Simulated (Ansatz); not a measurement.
# MgO (model structure, started from the CsCl type, Pm-3m, No. 221, 2 atoms in the cell; like a known high-pressure phase)

The numbers are results of LDA in Ansatz (plane waves, PAW), not measurements.

Settings: plane-wave cutoff 520 eV, 14×14×14 k mesh, Fermi–Dirac smearing 0.01 eV, scalar-relativistic PAW data made under PBE.

Cell (relaxed at this level):

Space group Pm-3m (No. 221); a = 2.5982 Å, b = 2.5982 Å, c = 2.5982 Å, α = 90.00°, β = 90.00°, γ = 90.00°

```csv
atom,site,symmetry,x,y,z
Mg,1a,m-3m,0.0000,0.0000,0.0000
O,1b,m-3m,0.5000,0.5000,0.5000
```

```json
{
 "band_gap": "2.85 eV (indirect)",
 "smallest_direct_gap_on_the_k_points_sampled": "3.91 eV"
}
```

Static lattice: no zero-point or thermal effects.

Computing time: about 4 core-seconds (a rough figure).

A model structure was made by putting elements into a prototype or built by hand; it is no filed structure, need not be a known phase, and can be a saddle point held by its symmetry.

Ansatz is a program for electronic structure.
